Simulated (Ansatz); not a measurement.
A computed series for MgO: response to strain

Take MgO in the rock salt structure (space group Fm-3m, No. 225; a = 4.204 Å) as the base. Axes: x, y, z lie along the cube axes.

Strains are applied to the cell and any free atomic positions relax; under biaxial strain the out-of-plane vector relaxes too.

The values are results of Kohn–Sham DFT with the r2SCAN functional, run in Ansatz (an electronic-structure program) with PAW and 500 eV plane waves, spin-orbit coupling left out, not measurements.

Candidates:
(a) tensor shear ε_xz = −0.69 %
(b) uniaxial strain ε_xx = −5.34 %
(c) biaxial strain −0.14 %, plane normal [111], relaxed out of plane
(d) uniaxial strain ε_xx = +4.97 %

Notes on the quantities. energy relative to the base: free energy F.

Question: Order them by energy relative to the base, lowest first.

Answer: (c) biaxial strain −0.14 %, plane normal [111], relaxed out of plane (0.0 meV/atom), (a) tensor shear ε_xz = −0.69 % (+0.9 meV/atom), (d) uniaxial strain ε_xx = +4.97 % (+18 meV/atom), (b) uniaxial strain ε_xx = −5.34 % (+32 meV/atom)

Whether these cells are dynamically stable was not tested.
